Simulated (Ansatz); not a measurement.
VBiO4 under a change: pressure 30 GPa

Base system: VBiO$_{4}$ (space group I4_1/a, No. 88; a = 5.121 Å, c = 11.623 Å).

Now apply this change: a hydrostatic pressure of 30 GPa.

Level of theory: r2SCAN, PAW, 500 eV (Ansatz, a quantum-chemistry and plane-wave program; without spin-orbit coupling), earlier PAW set. Γ-centred 7×7×7 mesh, Fermi–Dirac width 0.05 eV.

The volume per atom drops by 1.83 Å³ (12.70 Å³ → 10.87 Å³) and the density increases by 1.185 g/cm³ to 8.24 g/cm³. The lattice parameter a shrinks by 0.214 Å (5.121 Å → 4.907 Å) and the c/a ratio falls by 0.0603, from 2.270 to 2.209. The shortest interatomic distance decreases by 0.029 Å (1.723 Å → 1.694 Å) and the band gap decreases by 0.78 eV, from 2.48 eV to 1.70 eV (an upper bound: an edge found on the path is not a true extremum; the changed cell).

Final structure:

```
VBiO4
1.0
   -2.45334     2.45334     5.42041
    2.45334    -2.45334     5.42041
    2.45334     2.45334    -5.42041
Bi V O
2 2 8
Direct
  0.75000   0.25000   0.50000
  0.00000   0.00000   0.00000
  0.25000   0.75000   0.50000
  0.50000   0.50000   0.00000
  0.08926   0.98917   0.40896
  0.58021   0.68030   0.59104
  0.73917   0.83021   0.39991
  0.43030   0.33926   0.60009
  0.66074   0.26083   0.09104
  0.16979   0.56970   0.90896
  0.01083   0.41979   0.10009
  0.31970   0.91074   0.89991
```

With Bi present, leaving out spin-orbit coupling can change the band edges. Load acts through the strain it causes; cell and atoms are relaxed under it. Stability against distortions was not tested. Competing high-pressure phases were not computed. Seeded moments were not kept for the base. All final runs are without spin polarisation.
